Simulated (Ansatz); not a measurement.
System: quartz-high SiO2 (high-temperature phase). Method: PBEsol (Ansatz, a program for electronic structure, plane waves, PAW).

Settings: plane-wave cutoff 520 eV, 12×12×6 k mesh (along the axes of the cell as run), Fermi–Dirac smearing 0.01 eV, scalar-relativistic PAW data made under PBE.

Computed at the level's own relaxed cell.

```
CELL_PARAMETERS angstrom
      5.08088     0.00000     0.00000
     -2.54044     4.40017     0.00000
      0.00000     0.00000     5.55845
ATOMIC_POSITIONS crystal
  Si 0.00000 0.50000 0.33333
  Si 0.50000 0.00000 0.00000
  Si 0.50000 0.50000 0.66667
  O  0.58442 0.79221 0.83333
  O  0.79221 0.58442 0.50000
  O  0.20779 0.79221 0.16667
  O  0.41558 0.20779 0.83333
  O  0.20779 0.41558 0.50000
  O  0.79221 0.20779 0.16667
```

Question: List the 31 lowest band energies at Γ above −25 eV (eV, relative to the valence band maximum), grouping those that round alike.

Answer: At Γ: -19.29, -17.83 (×2), -17.22, -17.20 (×2), -8.54 (×2), -5.74, -5.42, -5.32 (×2), -2.89, -2.84 (×2), -2.57, -1.71 (×3), -1.00 (×2), -0.47 (×2), -0.19, 5.54, 8.80 (×2), 9.06 (×2), 9.88, 10.84.

Note: symmetry holds this phase in the static calculation, where it need not be a minimum; held by symmetry at 0 K, a high-temperature phase can be a saddle point.
